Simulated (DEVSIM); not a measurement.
Structure: Schottky contact on n-type GaN, at 300 K.

Layer 1 from the left is GaN, thickness (μm) 1.30, Nd (cm⁻³) 4.4e16, τn (s) 3.7e-9, τp (s) 3.7e-9.

Left contact: Schottky, work function 5.51 eV, emission velocity 2.8e6 cm/s. Right contact: ohmic. Voltage is applied to the left contact. Recombination: SRH at mid-gap, radiative, Auger. Mobility is μmin + (μ − μmin)/(1 + (N/Nref)^α).

This is a model device: material constants are rounded textbook-type values typed into the input, and sizes, dopings and lifetimes were drawn at random. Values at 300 K.

GaN: gap (eV) 3.43, affinity (eV) 4.1, permittivity 9.5, Nc (cm⁻³) 2.3e18, Nv (cm⁻³) 4.6e19, μn (cm²/Vs) 1200, μp (cm²/Vs) 100, μn,min 55, μp,min 3, Nref,n 2e17, Nref,p 3e17, αn 1, αp 2, B (cm³/s) 1e-11, Cn (cm⁶/s) 1e-30, Cp (cm⁶/s) 1e-30.

Model (solved in DEVSIM): 1D drift-diffusion, Boltzmann statistics, complete ionisation; no tunnelling, impact ionisation, image-force lowering or self-heating. Metal contacts follow the ideal Schottky-Mott rule: no Fermi-level pinning, no interface dipoles.

Dark forward current:

| |V| (V) | |J| (A/cm²) |
|---|---|
| 0.30 | 2.274e-13 |
| 0.35 | 1.572e-12 |
| 0.40 | 1.087e-11 |
| 0.45 | 7.514e-11 |
| 0.50 | 5.194e-10 |
| 0.55 | 3.590e-9 |
| 0.60 | 2.481e-8 |
| 0.65 | 1.715e-7 |
| 0.70 | 1.185e-6 |
| 0.75 | 8.184e-6 |
| 0.80 | 5.653e-5 |
| 0.85 | 0.0003903 |
| 0.90 | 0.002694 |
| 0.95 | 0.01858 |
| 1.00 | 0.1281 |
| 1.05 | 0.8812 |
| 1.10 | 6.031 |
| 1.15 | 40.26 |
| 1.20 | 237.7 |
| 1.25 | 960.9 |
| 1.30 | 2379 |

### Question
Work out the local ideality factor n = ΔV / (kT/q · ln(J2/J1)) between the rows 0.30 and 0.35 V, 0.35 and 0.40 V, 1.25 and 1.30 V.

### Answer
kT/q = 25.85 mV. From 0.30 to 0.35 V: ln(1.572e-12/2.274e-13) = 1.933, n = 1.00, near the 1 of diffusion or emission over a barrier. From 0.35 to 0.40 V: ln(1.087e-11/1.572e-12) = 1.934, n = 1.00, near the 1 of diffusion or emission over a barrier. From 1.25 to 1.30 V: ln(2379/960.9) = 0.907, n = 2.13; the layers' resistance at their doping, Σ W/(qμN) = 1.9e-5 Ω cm², would take 26 mV of this step of 50 mV.

### Question
Estimate the current at 0.70 V for emission alone, J0 = q v N_band exp(−φB/kT), and read the barrier back from the simulated current.

### Answer
φB = 1.410 eV, N_band = 2.30e18 cm⁻³, J0 = 2.11e-18 A/cm²; J = J0 (exp(qV/kT) − 1) = 1.22e-6 A/cm². The simulation gives 1.19e-6 A/cm²; the estimate lies 2.7 % above. Read backwards, the simulated current gives an apparent barrier of 1.411 eV. The estimate leaves out transport through the depletion region and minority injection.
